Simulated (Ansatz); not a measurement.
For cubic perovskite BaZrO₃, rVV10 in Ansatz (PAW) gives:

| Quantity | Result |
|---|---|
| lattice constant a | 4.238 Å |
| formation enthalpy | -3.532 eV/atom |

### Question
What does r²SCAN+rVV10 (PAW; Ansatz, a first-principles code) give for the same quantities?

### Answer

- lattice constant a: 4.193 Å (falls by 1.1 %)
- formation enthalpy: -3.670 eV/atom (moves by -0.138 eV/atom)

For comparison: lattice constant a 4.191 Å (measured, temperature not stated, no zero-point or thermal correction; as tabulated in Evaestov et al. (2010), arXiv:1010.1170); formation enthalpy -3.689 eV/atom (measured, 298 K, no zero-point or thermal correction, our sources range from -3.689 to -3.667; as tabulated in Friedrich et al. (2018), arXiv:1811.08952).

Changes are worked out from the printed values.

Unless a cell is named, each level is at its own relaxed cell (rVV10 15.23, r²SCAN+rVV10 14.75 Å³/atom).

Ansatz's density-functional and Hartree–Fock values are scalar-relativistic unless marked +SOC, with PAW data made under PBE.
